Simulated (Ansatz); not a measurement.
# Al2Au, response to strain

Consider Al$_{2}$Au (space group Fm-3m, No. 225; relaxed with 0.1 eV smearing).

```yaml
crystal:
  lattice:
    - [0.00000, 3.00158, 3.00158]
    - [3.00158, 0.00000, 3.00158]
    - [3.00158, 3.00158, 0.00000]
  atoms:
    - { symbol: Al, position: [0.25000, 0.25000, 0.25000] }
    - { symbol: Al, position: [0.75000, 0.75000, 0.75000] }
    - { symbol: Au, position: [0.00000, 0.00000, 0.00000] }
```

Cartesian axes are those of the cell as printed.

Strains are applied to the cell and any free atomic positions relax; under biaxial strain the out-of-plane vector relaxes too; under stress the whole cell relaxes.

All numbers come from PBEsol (Ansatz, a first-principles code), no spin-orbit coupling.

Notes on the quantities. pressure: mean of the normal stresses, compression positive; energy relative to the base: free energy F.

```tsv
change	volume per atom	pressure	energy relative to the base
base	18.03 Å³	0.0 GPa	0 meV/atom
biaxial strain +3.40 %, plane normal [110], relaxed out of plane	18.54 Å³	-3.1 GPa	+20 meV/atom
isotropic strain +4.98 %	20.86 Å³	-11.7 GPa	+120 meV/atom
uniaxial strain ε_xx = −0.40 %	17.96 Å³	___	+0.1 meV/atom
uniaxial strain ε_zz = −2.56 %	17.57 Å³	3.2 GPa	+6.0 meV/atom
uniaxial strain ε_zz = +1.66 %	18.33 Å³	___	___
uniaxial stress, 2 GPa tension along z	18.14 Å³	–	+3.1 meV/atom
```

Problem. What belongs in the blanks?

Solution. 
- uniaxial strain ε_xx = −0.40 %, pressure: 0.5 GPa
- uniaxial strain ε_zz = +1.66 %, pressure: -1.8 GPa
- uniaxial strain ε_zz = +1.66 %, energy relative to the base: +2.3 meV/atom

A biaxial case was relaxed in a doubled cell and then solved in the primitive one. Stability under load was not tested beyond the relaxation.
